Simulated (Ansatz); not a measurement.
Worked calculations on one periodic cell of amorphous Si$_{24}$O$_{49}$H$_{2}$: Si24O49H2, 75 atoms, volume 1089.6 Å³, made by a melt-quench on the CHGNet potential and relaxed with DFT. O atoms were pushed apart under 1.9 Å during the dynamics, to hinder bonds among them. It is a model cell: composition and starting density were chosen by hand, and all elements were melted together. Cycles of charging were run to anneal it. Computed with PBE, scalar-relativistic without spin-orbit coupling (plane waves to 420 eV, PAW; Ansatz, a program for electronic structure). Sampling: a 2×2×2 Γ-centred mesh; Fermi-Dirac width 0.02 eV; no spin polarisation. Its volume was held where the quench left it, its shape was held as a cube, and it stands at a mean pressure of 1.4 GPa with stress components up to 4.5 GPa; the relaxation ran on the zone centre alone. Its density went from a set 2.23 to 2.23 g/cm³. The cell is small and was quenched far faster than a real film, so it is one sample of the glass.

Q: Count formal charges (Si +4, O -2, H +1). What does the count lead one to expect at the Fermi level, and what does the calculation give?

A: 24 × (+4) + 49 × (-2) + 2 × (+1) = 0. The charges balance, so the anion-derived valence states can be full and a gap can open. On this mesh the highest filled and lowest empty level lie 5.12 eV apart, the PBE gap of this cell, with a localised state at one edge or both.

Four energies for an added electron at PBE on the zone centre alone (charged cells in a uniform background, spin-polarised): neutral at the neutral geometry -43169.225 eV; charged at the neutral geometry -43162.954 eV; charged and relaxed -43162.979 eV; neutral at the charged geometry -43169.190 eV.

Q: Find the two relaxation energies and their sum, the reorganisation energy.

A: On charging: -43162.954 − (-43162.979) = 0.025 eV. On discharging: -43169.190 − (-43169.225) = 0.035 eV. The sum is 0.060 eV. The carrier's level spreads over 64 of the 75 atoms' worth, more than a fifth of the atoms or a third of the atoms of its main element (six at least), and the sum is small, so it counts as a band carrier, whose relaxation energy shrinks as the cell grows. PBE's self-interaction favours spread-out carriers, so a hybrid can localise more.
